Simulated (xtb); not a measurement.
xtb 6.7.1, GFN2-xTB: Cc1ccc(B(c2ccc3c(c2)C(C)(C)c2cc(F)ccc2-3)c2c(C)cccc2C)s1, 57 atoms. The geometry is a generated start, not checked to be a minimum at this level.

run flags: --grad
method: GFN2-xTB
--acc: 1 (default)
--etemp (K): 300 (default)
basis functions: 156
valence electrons: 154

One run each on 1 thread. Values of broydamp tried: 0.02, 0.05, 0.1, 0.2, 0.4 (default), 0.6, 0.8, 1.

**Question.** How does the count of SCC iterations change with broydamp, and where is it least?

**Answer.** Fewest SCC iterations, within one of each other: 0.2 with 14, 0.4 (default) with 13, 0.6 with 14. The count rises to 23 at 0.02. All converge to one solution.

```csv
broydamp,SCC iterations,end
0.02,23,same solution
0.05,21,same solution
0.1,16,same solution
0.2,14,same solution
0.4 (default),13,same solution
0.6,14,same solution
0.8,16,same solution
1,17,same solution
```
